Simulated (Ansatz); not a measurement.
Given:

```yaml
crystal:
  lattice:
    - [0.00000, 2.84349, 2.84349]
    - [2.84349, 0.00000, 2.84349]
    - [2.84349, 2.84349, 0.00000]
  atoms:
    - { symbol: Te, position: [0.75000, 0.75000, 0.75000] }
    - { symbol: Be, position: [0.00000, 0.00000, 0.00000] }
```

No spin polarisation.

Computed with PBE (Ansatz, a first-principles code; PAW; 420 eV plane waves; no spin-orbit coupling), earlier PAW set. k-mesh 10×10×10 (Γ-centred); smearing 0.05 eV (Fermi–Dirac).

Problem. Predict the gap character and width of the top valence band.

Solution. 
```json
{
 "gap_character": "indirect, Γ → X",
 "width_of_the_top_valence_band": "3.06 eV"
}
```

With Te present, leaving out spin-orbit coupling can change the band edges. The cells carry an imposed strain or load. Stability against distortions was not tested. The cell was made from BeTe in the zinc blende structure (space group F-43m, No. 216) by this change: isotropic strain +0.41 %.
